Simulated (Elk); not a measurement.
Worked example: self-consistent single point of TiAl (P1, 2 atoms in the cell) in Elk.

Method: PBE, all-electron FP-LAPW, Elk's shipped species files, APW+lo basis with extra local orbitals run with Elk.

The change in words: lattice scaled by 0.98. Reference geometry:
```
TiAl
1.0
    2.83000     0.00000     0.00000
    0.00000     2.83000     0.00000
    0.00000     0.00000     4.07000
Ti Al
1 1
Direct
  0.00372   0.98463   0.01185
  0.49628   0.51537   0.48815
```

Reference input (self-consistent single point, DFT, PBE, all-electron FP-LAPW, Elk's shipped species files, APW+lo basis with extra local orbitals): xctype = 20; rgkmax = 7.5; swidth = 0.00499791 Ha; ngridk = 8 8 6; gmaxvr = 14 1/bohr; nxlo = 2; lorbcnd = true; lmaxi = 3; maxscl = 100. This run's input differs from it in these lines:

```diff
@@ -28,5 +28,5 @@
 avec
-    5.3479249327    0.0000000000    0.0000000000
-    0.0000000000    5.3479249327    0.0000000000
-    0.0000000000    0.0000000000    7.6911853272
+    5.2409664340    0.0000000000    0.0000000000
+    0.0000000000    5.2409664340    0.0000000000
+    0.0000000000    0.0000000000    7.5373616207
```

Log, with long lists cut:

```
│ Self-consistent loop started │
│ Loop number : 1 │
 total energy                :     -1097.17342493
│ Loop number : 2 │
 total energy                :     -1097.20774728
RMS change in Kohn-Sham potential (target) :   0.5189307919     (  0.1000000000E-05)
Absolute change in total energy (target)   :   0.3432235005E-01 (  0.1000000000E-03)
│ Loop number : 3 │
 total energy                :     -1096.86455846
RMS change in Kohn-Sham potential (target) :   0.4385433247     (  0.1000000000E-05)
Absolute change in total energy (target)   :   0.3346082261     (  0.1000000000E-03)
│ Loop number : 4 │
   [... lines left out ...]
Absolute change in total energy (target)   :   0.1218762995E-03 (  0.1000000000E-03)
│ Loop number : 13 │
 total energy                :     -1096.75062504
RMS change in Kohn-Sham potential (target) :   0.5075630827E-06 (  0.1000000000E-05)
Absolute change in total energy (target)   :   0.1600604976E-03 (  0.1000000000E-03)
│ Loop number : 14 │
 total energy                :     -1096.75061377
RMS change in Kohn-Sham potential (target) :   0.1870516634E-06 (  0.1000000000E-05)
Absolute change in total energy (target)   :   0.5128211956E-04 (  0.1000000000E-03)
Convergence targets achieved

│ Loop number : 15 │

Energies :
 Fermi                       :     0.308604742082
 total energy                :     -1096.75061144

Density of states at Fermi energy :    48.25443351
 (states/Hartree/unit cell)

Estimated indirect band gap :   0.1806961872E-03
 from k-point     20 to k-point    298
Estimated direct band gap   :   0.7992571355E-02
 at k-point     36

Charges :
 core                        :    14.00000000
 valence                     :    21.00000000
 interstitial                :    3.178487682
 muffin-tins (core leakage)
  species :    1 (Ti)
   atom    1                 :    20.47041149     (  0.6014460041E-09)
  species :    2 (Al)
   atom    1                 :    11.35110083     (  0.4834281670E-03)
 total in muffin-tins        :    31.82151232
 total calculated charge     :    34.99521069
 total charge                :    35.00000000
 error                       :   0.4789305496E-02

│ Self-consistent loop stopped │
```

The run converged in 15 iterations. The count includes the last loop, which Elk runs after its targets are met. Against the reference run the free energy rises by 27.2 meV/atom.

The starting cell has typed, rounded lattice constants, without a prior relaxation at this level. Its atoms were displaced at random from the sites of space group no. 123. For this run, on top of that: lattice scaled by 0.98. Spin polarisation is off. Values depend on the basis (sphere radii, cutoffs, local orbitals), which need not be converged. The log's line on a gap gives a spacing of levels on this mesh, which the program prints for metals too.

Cost on one core of a shared machine: roughly 3 min.
